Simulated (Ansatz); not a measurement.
## CH3 on the 1x1 (0001) surface of hcp Zr, one in a 2x2 cell, started at the site 'hollow Zr-Zr-Zr over Zr at depth 2.4 Å'

Level of theory: r2SCAN, at the PBE geometry (plane waves to 500 eV, PAW; Ansatz, a first-principles code).

Model: 20-atom slab, 7.6 Å thick at the start under the adsorbate (thin: gaps and levels are the slab's own), 5x5x1 mesh, Fermi-Dirac 0.1 eV, dipole correction, single point; on the structure that PBE left under its start's symmetry; no spin, no spin-orbit, no U, no dispersion correction. At the end it is bonded to 3 Zr. In PBE it is, or lies within 0.03 eV of, the lowest of the starts that converged; the order may differ at this level.

```
Quantity                                                                                                                   Value
--------------------------------------------------------------------------------------  ----------------------------------------
adsorption energy against CH4(g) − ½ H2(g) at the same level                                                            -0.44 eV
work function of the top face                                                                                            3.51 eV
change of the work function                                                                                             -0.73 eV
change of the step from the bottom to the top vacuum level, against the clean slab                                      -0.73 eV
height of the binding atom over the mean of the host atoms within 0.3 Å of the top one                                   1.849 Å
nearest host atoms of the binding atom                                                  Zr at 2.55 Å, Zr at 2.55 Å, Zr at 2.55 Å
cost                                                                                     about 110 core-seconds (a rough figure)
```

A negative adsorption energy means that the adsorbate is more stable on the surface than in its reference.
